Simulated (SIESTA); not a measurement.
SIESTA run on BAs (F-43m, 2 atoms in the cell): self-consistent single point.

Method of the run: GGA PBE with spin-orbit coupling, numerical atomic orbitals TZP, PseudoDojo PBE fully relativistic norm-conserving potentials (rewritten from UPF to PSML) (SIESTA 5.4.2).

```xyz
2
Lattice="0.0000 2.3900 2.3900 2.3900 0.0000 2.3900 2.3900 2.3900 0.0000" Properties=species:S:1:pos:R:3 pbc="T T T"
B      0.0000     0.0000     0.0000
As     1.1950     1.1950     1.1950
```

Reference input (self-consistent single point, DFT, GGA PBE, numerical atomic orbitals TZP, PseudoDojo PBE standard norm-conserving potentials (rewritten from UPF to PSML)): XC.functional = GGA; XC.authors = PBE; potentials = PseudoDojo PBE standard; PAO.BasisSize = TZP; PAO.EnergyShift = 0.005 Ry; MeshCutoff = 400 Ry; kgrid.MonkhorstPack = 8 8 8; OccupationFunction = FD; ElectronicTemperature = 50 meV; MaxSCFIterations = 150; SCF.Mixer.Method = Pulay; SCF.Mixer.Weight = 0.2. This run's input differs from it in these lines:

```diff
@@ -1,2 +1,2 @@
-# files in the folder: B.psml As.psml (PseudoDojo PBE standard)
+# files in the folder: B.psml As.psml (PseudoDojo PBE fully relativistic)
 SystemName  BAs
@@ -34,2 +34,7 @@
 ElectronicTemperature        50.0 meV
+Spin                         spin-orbit
+%block DM.InitSpin
+  1 0.00 0.00 0.00
+  2 0.00 0.00 0.00
+%endblock DM.InitSpin
```

Output (repeated stretches shortened):

```
        iscf     Eharris(eV)        E_KS(eV)     FreeEng(eV)     dDmax    Ef(eV) dHmax(eV)
   scf:    1    -2958.491431    -2964.104420    -2964.104420  0.845187 -4.459346  2.984424
     spin moment: {S} , |S| = {   -0.00000   -0.00000    0.00000 }     0.00000
   scf:    2    -2965.042225    -2964.620436    -2964.620436  0.028334 -4.254700  1.564302
     spin moment: {S} , |S| = {    0.00000    0.00000    0.00000 }     0.00000
   scf:    3    -2964.897136    -2964.816420    -2964.816420  0.029461 -4.020847  0.167637
     spin moment: {S} , |S| = {   -0.00000    0.00000    0.00000 }     0.00000
   [... lines left out ...]
     spin moment: {S} , |S| = {    0.00000   -0.00000   -0.00000 }     0.00000
   scf:    6    -2964.817392    -2964.817314    -2964.817314  0.001011 -3.935867  0.000817
     spin moment: {S} , |S| = {   -0.00000   -0.00000   -0.00000 }     0.00000
   scf:    7    -2964.817314    -2964.817314    -2964.817314  0.000071 -3.936496  0.001869
     spin moment: {S} , |S| = {   -0.00000   -0.00000    0.00000 }     0.00000
   scf:    8    -2964.817314    -2964.817314    -2964.817314  0.000067 -3.935779  0.000059
     spin moment: {S} , |S| = {    0.00000    0.00000   -0.00000 }     0.00000
SCF Convergence by DM+H criterion
max |DM_out - DM_in|         :     0.0000667955
max |H_out - H_in|      (eV) :     0.0000589585
SCF cycle converged after 8 iterations

Using DM_out to compute the final energy and forces

siesta: E_KS(eV) =            -2964.8173

siesta: E_KS - E_eggbox =     -2964.8173

siesta: Atomic forces (eV/Ang):
     1    0.000666    0.000666    0.000666
     2   -0.000664   -0.000664   -0.000664
   Tot    0.000002    0.000002    0.000002
   Max    0.000666
   Res    0.000665    sqrt( Sum f_i^2 / 3N )
   Max    0.000666    constrained

Stress tensor Voigt[x,y,z,yz,xz,xy] (kbar):      -65.20      -65.20      -65.20       -0.62       -0.62       -0.62
(Free)E + p*V (eV/cell)    -2963.7063
Target enthalpy (eV/cell)    -2964.8173

siesta: Program's energy decomposition (eV):
siesta: Enl(+so)=     -1418.647986
   [... lines left out ...]
siesta: FreeEng =     -2964.817314
siesta: Cell volume =         27.303838 Ang**3
siesta:          65.19513724         65.24174646  kBar
   [... lines left out ...]

Total              18.00000   0.00000      0.000   0.000   0.000

Mulliken Atomic Populations:
Atom #   charge [q] valence [e]           S      Sx [e]      Sy [e]      Sz [e]  Species
     1    -0.315033    3.315033    0.000000    0.000000    0.000000    0.000000  B
     2     0.315033   14.684967    0.000000   -0.000000   -0.000000   -0.000000  As
 Total    -0.000000                0.000000    0.000000    0.000000    0.000000
```

The run converged in 8 iterations. Against the reference run the pressure goes from 6.40 to 6.52 GPa, the largest force stays at 0.001 eV/Å and the gap on the mesh goes from 1.425 to 1.354 eV.

The starting cell has typed, rounded lattice constants, without a prior relaxation at this level. Values carry the incompleteness of an atom-centred basis. With a pressure of about 7 GPa the cell is away from its equilibrium volume at this level.

Cost on one core of a shared machine: roughly 3 min.
